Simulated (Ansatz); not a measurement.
Start from Nb in the bcc (W type) structure (space group Im-3m, No. 229; a = 3.3045 Å; relaxed with 0.1 eV smearing). Axes: x, y, z lie along the cube axes.

Method: r2SCAN, PAW, 500 eV (Ansatz, a program for electronic structure; no spin-orbit coupling).

Base values:

The shortest interatomic distance comes out as 286.2 pm and the pressure is 0.0 GPa.

Now apply this change: uniaxial strain ε_zz = +0.50 %, all other strain components held at zero; the atoms relax in the strained cell.

Problem. How does this affect the energy relative to the base, shortest interatomic distance and pressure?

Solution. The energy goes up by 0.4 meV/atom; the shortest interatomic distance goes up by 0.5 pm to 286.7 pm; the pressure (mean of the normal stresses, compression positive) goes from zero to -0.9 GPa.

No phonon test of stability was made. All final runs are without spin polarisation.
